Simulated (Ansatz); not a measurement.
Adsorption energy and surface dipole of Cl on the 1x1 (111) surface of fcc Au (the real clean face reconstructs), one in a 2x2 cell, started at the site 'hollow Au-Au-Au over Au at depth 2.4 Å', worked from the runs' numbers; total energies count from the potentials' own zero.

Computed with PBE (plane waves to 420 eV, PAW; Ansatz, a quantum-chemistry and plane-wave program).

Set-up: 17 atoms, 7.2 Å thick at the start under the adsorbate (thin: gaps and levels are the slab's own); mesh 6x6x1; 0.1 eV smearing; dipole correction on; 8 atoms held, the rest relaxed; start symmetry kept, larger cells not searched; no spin, no spin-orbit, no U, no dispersion correction. At the end it is bonded to 3 Au. In PBE it is, or lies within 0.03 eV of, the lowest of the starts that converged.

```tsv
quantity	value
slab with the adsorbate	-211466.785 eV
clean slab, same cell and mesh	-210386.462 eV
reference, ½ Cl2(g)	-1079.444 eV
area of the cell	29.93 Å²
change of the step from the bottom to the top vacuum level	0.791 eV
```

Problem. What is the adsorption energy against this reference?

Solution. E(slab + adsorbate) − E(slab) − E(reference) = -0.88 eV, so in this state the adsorbate is more stable than in the reference, at a coverage of 3.34 a nm².

Problem. What dipole does adsorption add to the slab along the outward normal (Helmholtz relation, ε₀ = 0.005526 e/(V·Å))?

Solution. p = −ε₀·A·ΔV = -0.131 e·Å = -0.63 D; its negative end points to the vacuum, which raises the vacuum level.
